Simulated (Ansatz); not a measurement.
Where the default PAW files enter, the runs use the earlier of Ansatz's two default sets.

Crystal: SrO (Fm-3m, rock salt, 2 atoms a cell, 17.2 Å³ an atom); both levels run on this one cell.

Complex bands along the normal of (111) by Ansatz (plane waves, PAW, no spin-orbit coupling). r2SCAN gives a gap of 3.80 eV and a slowest mid-gap decay of 0.353 1/Å.

Q: What does PBE give on the same cell, and what does that do to the current through 2 nm?

A: Gap 3.32 eV, κ = 0.319 1/Å. The mid-gap transmission through 2 nm changes by exp(2 × 20 × (0.353 − 0.319)) = a factor of 3.9 against r2SCAN.

Ansatz is a quantum-chemistry and plane-wave program.
